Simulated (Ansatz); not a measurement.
## Hypothetical CsCl type BiB, response to strain

Start from BiB in the CsCl type structure (space group Pm-3m, No. 221; a = 3.358 Å; a hypothetical phase, not in the database extracts checked; relaxed with 0.1 eV smearing). Axes: x, y, z lie along the cube axes.

Strains are applied to the cell and any free atomic positions relax; under biaxial strain the out-of-plane vector relaxes too.

Level of theory: Kohn–Sham DFT with the PBE functional, run in Ansatz (a program for electronic structure) with PAW and 420 eV plane waves, scalar-relativistic without spin-orbit coupling.

Notes on the quantities. pressure: mean of the normal stresses, compression positive; energy relative to the base: free energy F.

```json
[
 {"change": "base", "space group": "Pm-3m (No. 221)", "volume per atom": "18.94 Å³", "pressure": "0.0 GPa", "energy relative to the base": "0 meV/atom"},
 {"change": "biaxial strain −1.97 %, plane normal [001], relaxed out of plane", "space group": "P4/mmm (No. 123)", "volume per atom": "18.52 Å³", "pressure": "1.8 GPa", "energy relative to the base": "+6.0 meV/atom"},
 {"change": "biaxial strain −1.10 %, plane normal [110], relaxed out of plane", "space group": "Cmmm (No. 65)", "volume per atom": "18.88 Å³", "pressure": "0.3 GPa", "energy relative to the base": "+0.7 meV/atom"},
 {"change": "biaxial strain +4.04 %, plane normal [111], relaxed out of plane", "space group": "R-3m (No. 166)", "volume per atom": "19.32 Å³", "pressure": "-0.8 GPa", "energy relative to the base": "+4.6 meV/atom"},
 {"change": "isotropic strain +2.62 %", "space group": "Pm-3m (No. 221)", "volume per atom": "20.47 Å³", "pressure": "-4.6 GPa", "energy relative to the base": "+24 meV/atom"},
 {"change": "isotropic strain +3.99 %", "space group": "Pm-3m (No. 221)", "volume per atom": "21.30 Å³", "pressure": "-6.4 GPa", "energy relative to the base": "+53 meV/atom"},
 {"change": "uniaxial strain ε_xx = +4.49 %", "space group": "P4/mmm (No. 123)", "volume per atom": "19.79 Å³", "pressure": "-2.6 GPa", "energy relative to the base": "+12 meV/atom"}
]
```

No phonon test of stability was made. The final runs are not spin-polarised.
